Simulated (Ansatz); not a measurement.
The starting structures come from a database of crystals and need not be the phases stable at ambient conditions.

 Where the default PAW files enter, the runs use the earlier of Ansatz's two default sets.

Inside the gap of an insulator the Bloch states are evanescent, with a wavenumber k + iκ along the transport direction.

Given:

```yaml
crystal:
  lattice:
    - [6.04986, 0.00000, 0.00000]
    - [0.00000, 8.55580, 0.00000]
    - [3.02493, 4.27790, 3.02493]
  atoms:
    - { symbol: Mg, position: [0.50000, 0.25000, 0.00000] }
    - { symbol: Mg, position: [0.00000, 0.00000, 0.00000] }
    - { symbol: Rh, position: [0.25000, 0.62500, 0.50000] }
    - { symbol: Rh, position: [0.75000, 0.62500, 0.00000] }
    - { symbol: Rh, position: [0.75000, 0.12500, 0.50000] }
    - { symbol: Rh, position: [0.25000, 0.62500, 0.00000] }
    - { symbol: O, position: [0.22992, 0.38504, 0.00000] }
    - { symbol: O, position: [0.27008, 0.40512, 0.45984] }
    - { symbol: O, position: [0.77008, 0.38504, 0.00000] }
    - { symbol: O, position: [0.72992, 0.86496, 0.54016] }
    - { symbol: O, position: [0.77008, 0.38504, 0.45984] }
    - { symbol: O, position: [0.72992, 0.86496, 0.00000] }
    - { symbol: O, position: [0.22992, 0.84488, 0.54016] }
    - { symbol: O, position: [0.27008, 0.86496, 0.00000] }
```

Space group of this cell: Fd-3m, spinel. The cell is taken as given; by PBEsol its mean pressure is -3.0 GPa.

Transport runs along the normal of the first two printed cell vectors, the (110) plane of the conventional cell.

No gap correction and no spin-orbit coupling; mid-gap values are interpolated between computed energies.

Task: Predict the band gap and the smallest decay constant κ at mid-gap from PBEsol run with Ansatz (a quantum-chemistry and plane-wave program).

Result: Gap 1.02 eV on a 10×10×10 mesh; κ = 0.237 1/Å, at (0.500, 0.000) of the in-plane reciprocal vectors. At the zone centre, at the nearest computed energy, the slowest state has κ = 0.25 1/Å.
